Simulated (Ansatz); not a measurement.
**ZrO$_{2}$ (space group P2_1/c, No. 14)**

ZrO₂ is taken in the monoclinic space group P2₁/c (No. 14), Pearson symbol mP12. Conventional cell: a = 5.189 Å, b = 5.242 Å, c = 5.379 Å, α = γ = 90.00°, β = 99.67°. Zr on 4e sees 7 O at 2.057–2.301 Å. O1 on 4e has 3 Zr at 2.057–2.168 Å. O2 on 4e is surrounded by 4 Zr at 2.166–2.301 Å. (Neighbours: up to the widest gap in distance over summed covalent radii, below 1.35, at either atom; cation-cation and far metal-metal contacts left out.)

The values are results of PBE/PAW in Ansatz (a program for electronic structure), no spin-orbit coupling, earlier PAW set, not measurements. k-mesh 5×5×5 (Γ-centred); smearing 0.05 eV (Fermi–Dirac).

| Quantity | Result |
|---|---|
| Volume per atom | 12.02 Å³ |
| Density | 5.67 g/cm³ |
| Band gap | 3.66 eV, indirect, Γ → Y₂ |
| Total energy | -1774.690 eV/atom (σ→0; compares only within this code and set-up) |

Whether these cells are dynamically stable was not tested.
